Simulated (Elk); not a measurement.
Troubleshooting Elk: a failed run on CoMo (P-6m2, 2 atoms in the cell). The aim is a self-consistent single point with DFT, LDA (PW92), all-electron FP-LAPW, Elk's shipped species files, default APW+lo basis.

This input was run:

```
tasks
  0

xctype
  3

spinpol
  .true.

reducebf
  0.5

rgkmax
  7.0

rmtscf
  0.92

nempty
  8

stype
  1

swidth
  0.0

avec
    5.0926797981   -0.0000000401    0.0000000000
   -2.5463398643    4.4103900985    0.0000000000
    0.0000000000    0.0000000000    7.9058960095

sppath
  'species/'

atoms
  2   : nspecies
  'Co.in'   : spfname
  1   : natoms; atposl, bfcmt below
  0.6666666667  0.3333333333  0.5000000000    0.0 0.0 -0.75
  'Mo.in'   : spfname
  1   : natoms; atposl, bfcmt below
  0.3333333333  0.6666666667  0.0000000000    0.0 0.0 0.0

ngridk
  9 9 5
```

Log, with long lists cut:

```
│ Elk code version 10.2.4 started │

Error(readinput): swidth too small or negative :    0.000000000
```

Question: Read the log: what does the program object to, and what is the fix?

Answer: The fault is a smearing width of zero. The occupation function divides by the width. To fix it, use a small positive width. The program stopped before any SCF iteration.

An input that runs soundly differs in these lines (not the only fix; some lines may just follow from the change or write a value another way):
```diff
-  0.0
+  0.00367493
```

With that input, the run converged in 67 iterations: total energy -147936.3195 eV; Fermi level (on the code's own zero) 11.11 eV; size of the cell's spin moment 0.14 μB; site moments (μB, in the program's spheres or projections) Co -0.17, Mo 0.01 (DFT, LDA (PW92), all-electron FP-LAPW, Elk's shipped species files, default APW+lo basis).

On the sound input: the starting cell comes from a database of computed structures (which also holds hypothetical and non-ambient phases and stackings), without a prior relaxation at this level. The moments shrank to a small part of their start, a low-spin state that need not be the lowest. Values depend on the basis (sphere radii, cutoffs, local orbitals), which need not be converged.
